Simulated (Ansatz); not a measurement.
The starting structures come from a database of crystals and need not be the phases stable at ambient conditions.

The decay constant κ of evanescent states in the gap governs leakage through a thin film.

Data:

```
RbSrCFO3
1.0
    4.86527     0.00000     0.00000
    0.00000     9.30950     0.00000
    0.00000     4.65475     2.68742
Rb Sr C O F
1 1 1 3 1
Direct
  0.00000   0.33333   0.00000
  0.50000   0.00000   0.00000
  0.50000   0.66667   0.00000
  0.50000   0.52665   0.42005
  0.50000   0.52665   0.00000
  0.50000   0.94670   0.57994
  0.00000   0.00000   0.00000
```

The cell is taken as given; by r2SCAN it stands under a pressure of -3.3 GPa.

Transport runs along the normal of the first two printed cell vectors, the (110) plane of the conventional cell.

The gap is the functional's own. No spin-orbit coupling. Mid-gap values are those at the computed energy nearest the middle.

Question: Estimate the band gap and the smallest decay constant κ at mid-gap that r2SCAN (Ansatz, an electronic-structure program) returns for this system.

Answer: Gap 4.68 eV on a 6×12×12 mesh; κ = 0.465 1/Å, at the zone centre.
